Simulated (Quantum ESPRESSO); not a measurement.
Quantum ESPRESSO run on Be2C (Fm-3m, 3 atoms in the cell): self-consistent single point.

Method: LDA (PZ), GBRV 1.5 ultrasoft (LDA) pseudopotentials (plane waves; Quantum ESPRESSO).

```
CELL_PARAMETERS angstrom
     -2.17000     0.00000     2.17000
      0.00000     2.17000     2.17000
     -2.17000     2.17000     0.00000
ATOMIC_POSITIONS crystal
  Be 0.25000 0.25000 0.25000
  Be 0.75000 0.75000 0.75000
  C  0.00000 0.00000 0.00000
```

Reference input (self-consistent single point, DFT, PBE, plane waves, GBRV 1.5 ultrasoft (PBE) pseudopotentials): ecutwfc = 40 Ry; ecutrho = 200 Ry; occupations = smearing; smearing = fd; degauss = 0.0036749 Ry; potentials = {Be: be_pbe_v1.4.uspp.F.UPF, C: c_pbe_v1.2.uspp.F.UPF}; K_POINTS = automatic 7 7 7 0 0 0; conv_thr = 1e-10 Ry. This run's input differs from it in these lines:

```diff
@@ -23,4 +23,4 @@
 ATOMIC_SPECIES
-Be     9.0122  be_pbe_v1.4.uspp.F.UPF
-C     12.0110  c_pbe_v1.2.uspp.F.UPF
+Be     9.0122  be_lda_v1.4.uspp.F.UPF
+C     12.0110  c_lda_v1.2.uspp.F.UPF
 ATOMIC_POSITIONS {angstrom}
```

Output, abridged:

```
     Self-consistent Calculation

     iteration #  1     ecut=    40.00 Ry     beta= 0.70

     total energy              =     -67.48337618 Ry
     estimated scf accuracy    <       0.26552032 Ry

     iteration #  2     ecut=    40.00 Ry     beta= 0.70

     total energy              =     -67.56047310 Ry
     estimated scf accuracy    <       0.11507417 Ry

     iteration #  3     ecut=    40.00 Ry     beta= 0.70

     total energy              =     -67.57990685 Ry
     estimated scf accuracy    <       0.00093896 Ry

   [... 6 blocks of this kind left out ...]

     iteration # 10     ecut=    40.00 Ry     beta= 0.70

     total energy              =     -67.58016871 Ry
     estimated scf accuracy    <          4.6E-10 Ry

     iteration # 11     ecut=    40.00 Ry     beta= 0.70
     End of self-consistent calculation

     the Fermi energy is    10.4319 ev

!    total energy              =     -67.58016871 Ry
     estimated scf accuracy    <          5.5E-11 Ry
     smearing contrib. (-TS)   =      -0.00000000 Ry
     internal energy E=F+TS    =     -67.58016871 Ry

     convergence has been achieved in  11 iterations

     Forces acting on atoms (cartesian axes, Ry/au):

     atom    1 type  1   force =     0.00000000    0.00000000   -0.00000000
   [... zero for the other atoms too ...]

     Total force =     0.000000     Total SCF correction =     0.000000

          total   stress  (Ry/bohr**3)                   (kbar)     P=     -103.12
  -0.00070101  -0.00000000  -0.00000000         -103.12       -0.00       -0.00
  -0.00000000  -0.00070101   0.00000000           -0.00     -103.12        0.00
  -0.00000000   0.00000000  -0.00070101           -0.00        0.00     -103.12

   JOB DONE.
```

The run converged in 11 iterations. Against the reference run the pressure goes from -1.68 to -10.31 GPa and the gap on the mesh moves little (1.406 to 1.411 eV).

The starting cell has typed, rounded lattice constants, without a prior relaxation at this level. With a pressure of about -10 GPa the cell is away from its equilibrium volume at this level.
